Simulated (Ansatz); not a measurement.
## A computed series for CdSe: response to strain

Start from CdSe in the wurtzite structure (space group P6_3mc, No. 186; a = 4.2475 Å, c = 6.9410 Å). Axes: x lies along a and z along c of the hexagonal cell.

Strains are applied to the cell and any free atomic positions relax; under biaxial strain the out-of-plane vector relaxes too.

Computed with LDA (Ansatz, a quantum-chemistry and plane-wave program, PAW, spin-orbit coupling left out).

```tsv
biaxial strain, plane normal [001], relaxed out of plane (%)	out-of-plane strain (%)
-3	2.81
-2.4	2.25
-1.8	1.68
-1.2	1.14
-0.6	?
0	0.00
```

Question: Fit ε⊥ = −νε + γε² (strains in %) to the rows shown and predict the withheld row.

Answer: Least squares on the printed values gives ν = 0.94 (the biaxial Poisson response) and γ = -0.003 (largest residual 0.01 %); this predicts 0.57 %, and the run gives 0.57 %, in agreement.

Stability against distortions was not tested.
